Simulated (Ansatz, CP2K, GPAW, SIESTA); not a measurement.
# Code comparison for TaOs3 (P1, 4 atoms in the cell)

Self-consistent single point, at a second geometry (atoms moved at random). First geometry:

```
TaOs3
1.0
    3.91497     0.00000     0.00000
    0.00000     3.91497     0.00000
    0.00000     0.00000     3.91497
Ta Os
1 3
Direct
  0.00000   0.00000   0.00000
  0.00000   0.50000   0.50000
  0.50000   0.00000   0.50000
  0.50000   0.50000   0.00000
```

Second geometry:
```
CELL_PARAMETERS angstrom
      3.91497     0.00000     0.00000
      0.00000     3.91497     0.00000
      0.00000     0.00000     3.91497
ATOMIC_POSITIONS crystal
  Ta 0.01036 0.00437 0.00486
  Os 0.00116 0.50597 0.48412
  Os 0.50444 0.99927 0.50970
  Os 0.48404 0.49039 0.00131
```

Shared settings, as Ansatz (a program for electronic structure) writes them: kpoints.mp_grid.grid = 7 7 7; scf.occupations.method = fermi_dirac; scf.occupations.width = 0.1 eV. Potentials and cutoffs stand in the table.

| code | model | ΔF from the first geometry (meV/atom) | pressure (GPa) | largest force (eV/Å) | cutoff |
|---|---|---|---|---|---|
| GPAW | PBEsol, GPAW PAW datasets PBEsol (made by gpaw-setup) | 22.4 | -6.10 | 1.049 | 550 eV |
| CP2K | PBEsol, GPW, DZVP-MOLOPT-SR-GTH basis, GTH-PBE potentials (GTH_POTENTIALS) | 22.3 | -6.73 | 1.047 | grid 500 Ry |
| SIESTA | GGA PBEsol, numerical atomic orbitals DZP, PseudoDojo PBEsol standard norm-conserving potentials (rewritten from UPF to PSML) | 27.0 | -3.71 | 1.298 | grid 350 Ry |
| Ansatz | PBEsol, PAW files made with PBE | 22.7 | -4.90 | 1.066 | default |

Size of the force on each atom (eV/Å): Sizes of forces hide their directions.

```json
[
 {"code": "GPAW", "Ta1": "0.823", "Os2": "0.848", "Os3": "0.298", "Os4": "1.049"},
 {"code": "CP2K", "Ta1": "0.818", "Os2": "0.848", "Os3": "0.298", "Os4": "1.047"},
 {"code": "SIESTA", "Ta1": "1.000", "Os2": "1.054", "Os3": "0.334", "Os4": "1.298"},
 {"code": "Ansatz", "Ta1": "0.827", "Os2": "0.866", "Os3": "0.305", "Os4": "1.066"}
]
```

On Ansatz's run: spin-orbit coupling is off. Spin polarisation is off.

The spread over the programs that give each value: ΔF from the first geometry within 4.7 meV/atom; pressure within 3.02 GPa; largest force within 0.251 eV/Å.

CP2K and SIESTA use small atom-centred bases, whose incompleteness enters pressures, forces and empty levels differently from a plane-wave cutoff. Ansatz's pressure is given at a fixed set of plane waves, as the other plane-wave codes print theirs; with its correction for the finite basis it is -4.82 GPa. In the pressure, CP2K (by 1.23) and SIESTA (by 1.79) lie more than 1 GPa from the median of the plane-wave programs. In the force vectors, SIESTA (by 0.244) lies more than 0.08 eV/Å from the median of the plane-wave programs.

The starting cell comes from a database of computed structures (which also holds hypothetical and non-ambient phases and stackings), without a prior relaxation at this level. For this run, on top of that: atoms moved at random.

Keys are those of Ansatz 0.2.
